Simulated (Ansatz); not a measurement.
Start from Ti in the hcp (Mg type) structure (space group P6_3/mmc, No. 194; relaxed with 0.1 eV smearing).

```yaml
crystal:
  lattice:
    - [2.93950, 0.00000, 0.00000]
    - [-1.46975, 2.54568, 0.00000]
    - [0.00000, 0.00000, 4.65386]
  atoms:
    - { symbol: Ti, position: [0.33333, 0.66667, 0.75000] }
    - { symbol: Ti, position: [0.66667, 0.33333, 0.25000] }
```

Cartesian axes are those of the cell as printed.

Method: plane-wave PAW DFT at the PBE level (Ansatz, an electronic-structure program, 420 eV), without spin-orbit coupling, earlier PAW set.

For the base:

The volume per atom comes out as 17.41 Å³.

It is then changed as follows: compressive biaxial strain of 3.64 % in the plane normal to [001], as in epitaxy on a mismatched substrate; the out-of-plane cell vector and the atoms relax.

Q: What happens to the volume per atom?

A: The volume per atom shrinks by 0.72 Å³ to 16.69 Å³.

Whether these cells are dynamically stable was not tested. The final runs are not spin-polarised.
